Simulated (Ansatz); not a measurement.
# Element substitutions in MgO

The parent structure is MgO in the rock salt structure (space group Fm-3m, No. 225; a = 4.215 Å).

Each row replaces one element on all its sites; cell and atoms are relaxed.

Levels (all Ansatz, an electronic-structure program, PAW, earlier PAW set): PBEsol (420 eV, scalar-relativistic without spin-orbit coupling); r2SCAN (500 eV, without spin-orbit coupling); PBEsol+SOC (420 eV, spin-orbit coupling included); HSE06 (420 eV, no spin-orbit coupling); HSE06+SOC (420 eV, noncollinear with spin-orbit coupling).

Band gaps by level, all at the geometries relaxed with PBEsol:

```json
[
 {"case": "base", "PBEsol": "4.62 eV", "r2SCAN": "5.62 eV", "PBEsol+SOC": "4.61 eV", "HSE06": "6.46 eV", "HSE06+SOC": "6.45 eV"},
 {"case": "O → F", "PBEsol": "zero", "r2SCAN": "zero", "PBEsol+SOC": "zero", "HSE06": "–", "HSE06+SOC": "–"},
 {"case": "Mg → Ca", "PBEsol": "3.54 eV", "r2SCAN": "4.19 eV", "PBEsol+SOC": "3.53 eV", "HSE06": "5.31 eV", "HSE06+SOC": "5.29 eV"},
 {"case": "Mg → Sr", "PBEsol": "3.20 eV", "r2SCAN": "3.79 eV", "PBEsol+SOC": "3.18 eV", "HSE06": "4.79 eV", "HSE06+SOC": "4.77 eV"}
]
```

Single points use the geometry relaxed with PBEsol. The hybrid gap comes from the SCF mesh plus the semilocal run's edge points and a few special points and is an upper bound. Differences between runs with and without spin-orbit coupling are approximate. Whether these cells are dynamically stable was not tested. As relaxed here, MgF is a hypothetical phase, not in the database extracts checked. The runs without spin-orbit coupling are not spin-polarised. An odd electron count without spin: MgF.
